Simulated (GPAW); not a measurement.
GPAW run on LiMg₃ (P-6m2, 4 atoms in the cell): self-consistent single point.

Method: vdW-DF2, GPAW PAW datasets PBE (gpaw-data 1.0.1) (plane waves; GPAW).

```xyz
4
Lattice="3.1462 0.0000 0.0000 -1.5731 2.7247 0.0000 0.0000 0.0000 10.1216" Properties=species:S:1:pos:R:3 pbc="T T T"
Li     1.5731     0.9082     5.0608
Mg     1.5731     0.9082     0.0000
Mg     0.0000     0.0000     7.5160
Mg     0.0000     0.0000     2.6056
```

Reference input (self-consistent single point, DFT PBEsol, plane waves, GPAW PAW datasets PBEsol (made by gpaw-setup)): mode = pw; ecut = 800 eV; xc = PBEsol; kpts = 10 10 3; mesh shift (steps) = 0 0 0; occupations.name = methfessel-paxton; occupations.width = 0.272 eV; occupations.order = 1; nbands = -10; convergence.density = 1e-05 e/electron; convergence.energy = 1e-05 eV/electron; symmetry.symmorphic = false. This run's input differs from it in these lines:

```diff
@@ -15,3 +15,3 @@
 calc = GPAW(mode=PW(800),
-            xc='PBEsol',
+            xc={'name': 'vdW-DF2', 'backend': 'libvdwxc'},
             kpts={'size': (10, 10, 3), 'gamma': True},
```

Its files differ too (potentials: GPAW PAW datasets PBE (gpaw-data 1.0.1)).

Log, with long lists cut:

```
     iter     time        total  log10-change:
                         energy   eigst   dens
iter:   1 --:--:--   -77.310085
iter:   2 --:--:--   -76.957383   -0.10  -1.30
iter:   3 --:--:--   -76.758230   -0.71  -1.47
iter:   4 --:--:--   -76.776256   -1.47  -1.68
iter:   5 --:--:--   -76.809699   -1.74  -1.78
iter:   6 --:--:--   -76.798858   -2.46  -2.04
iter:   7 --:--:--   -76.802250   -2.40  -2.21
iter:   8 --:--:--   -76.800911   -4.00  -2.82
iter:   9 --:--:--   -76.800366   -4.00  -2.90
iter:  10 --:--:--   -76.800347   -4.92  -3.15
iter:  11 --:--:--   -76.800342c  -6.24  -3.56
iter:  12 --:--:--   -76.800349c  -5.40  -3.57
iter:  13 --:--:--   -76.800350c  -6.30  -3.93
iter:  14 --:--:--   -76.800350c  -7.04  -4.24
iter:  15 --:--:--   -76.800348c  -7.83c -4.44
iter:  16 --:--:--   -76.800347c  -8.60c -4.54
iter:  17 --:--:--   -76.800346c  -7.97c -4.58
iter:  18 --:--:--   -76.800346c  -8.60c -4.70
iter:  19 --:--:--   -76.800347c  -8.17c -4.72
iter:  20 --:--:--   -76.800347c  -8.99c -5.15c
Converged after 20 iterations.

Dipole moment: (2.327263, -1.343646, -0.000000) |e|*Ang

Energy contributions relative to reference atoms: (reference = -16551.722486)

Kinetic:         -2.457193
Potential:       +6.531592
External:        +0.000000
XC:             -80.793290
Entropy (-ST):   -0.000827
Local:           -0.080904
SIC:             +0.000000
--------------------------
Free energy:    -76.800622
Extrapolated:   -76.800347

Non-local vdW-DF2 correlation energy: 0.340741
Semilocal GGA_X_RPW86+LDA_C_PW energy: -68.759812
(Not including atomic contributions)
Showing only first 2 kpts
 Kpt  Band  Eigenvalues  Occupancy
  0    13     -2.54391    2.00000
  0    14     -1.34132    2.00000
  0    15      1.66960    2.00000
  0    16      2.94865    0.47973

  1    13     -2.73881    2.00000
  1    14     -0.87351    2.00000
   [... lines left out ...]
Fermi level: 2.86004
No gap
   [... lines left out ...]
Energy (eV): -76.800347

Forces in eV/Ang:
  0 Li    0.00000    0.00000    0.00000
  1 Mg    0.00000    0.00000    0.00000
  2 Mg    0.00000    0.00000   -0.12408
  3 Mg    0.00000    0.00000    0.12408

Stress tensor:
    -0.005166     0.000000     0.000000
     0.000000    -0.005166     0.000000
     0.000000     0.000000     0.000852
Stress (GPa, Voigt): [-0.8276 -0.8276  0.1364  0.      0.      0.    ]
```

The run converged in 20 iterations. GPAW prints stress with tension positive. Against the reference run the pressure goes from -0.02 to 0.51 GPa and the largest force goes from 0.059 to 0.124 eV/Å.

The starting cell comes from a database of computed structures (which also holds hypothetical and non-ambient phases and stackings), without a prior relaxation at this level.

Cost on one core of a shared machine: roughly 2 min.
